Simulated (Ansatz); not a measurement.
Base system: KF in the rock salt structure (space group Fm-3m, No. 225; a = 5.421 Å).

Level of theory: PBE/PAW in Ansatz (a first-principles code), scalar-relativistic without spin-orbit coupling.

One change was made to it. Results:

```csv
quantity,base,after
electron mass,0.55 mₑ (at Γ),0.56 mₑ (at Γ)
band gap,5.96 eV,5.56 eV
lattice parameter a,5.421 Å,5.574 Å
```

Task: Which change produced these results?
(A) pressure 0.3 GPa
(B) pressure −1 GPa
(C) pressure −2 GPa
(D) pressure 1.5 GPa

Result: C, pressure −2 GPa. For comparison, the band gap in the other runs: pressure 1.5 GPa gives 6.20 eV; pressure 0.3 GPa gives 6.01 eV; pressure −1 GPa gives 5.78 eV.

Load acts through the strain it causes; cell and atoms are relaxed under it. Effective masses come from finite differences of ±0.01 Å⁻¹. Whether these cells are dynamically stable was not tested.
